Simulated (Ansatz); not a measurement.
The starting structures come from a database of crystals and need not be the phases stable at ambient conditions.

 Where the default PAW files enter, the runs use the earlier of Ansatz's two default sets.

Given:

```
BiLiPd2O4
1.0
    4.42655     0.00000     0.00000
    0.00000     7.01742     0.00000
    0.00000     0.00000     7.01742
Li Bi Pd O
2 2 4 8
Direct
  0.50000   0.00000   0.00000
  0.50000   0.50000   0.50000
  0.49292   0.50000   0.00000
  0.50708   0.00000   0.50000
  0.00000   0.25000   0.25000
  0.00000   0.75000   0.25000
  0.00000   0.75000   0.75000
  0.00000   0.25000   0.75000
  0.23528   0.00000   0.22630
  0.23528   0.72630   0.50000
  0.23528   0.00000   0.77370
  0.23528   0.27370   0.50000
  0.76472   0.50000   0.72630
  0.76472   0.77370   0.00000
  0.76472   0.50000   0.27370
  0.76472   0.22630   0.00000
```

Space group of this cell: P4/nmm. The cell is taken as given; by r2SCAN its mean pressure is -5.5 GPa.

Transport runs along the normal of the first two printed cell vectors, the (100) plane of the conventional cell.

The gap is the functional's own, uncorrected, and κ follows it; spin-orbit coupling is left out. Mid-gap values are interpolated between the computed energies.

Q: Compute, with r2SCAN run with Ansatz (an electronic-structure program), the band gap and the smallest decay constant κ at mid-gap.

A: Gap 0.67 eV on a 8×4×4 mesh; κ = 0.175 1/Å, at (0.500, 0.500) of the in-plane reciprocal vectors. At the zone centre, at the nearest computed energy, the slowest state has κ = 0.31 1/Å.
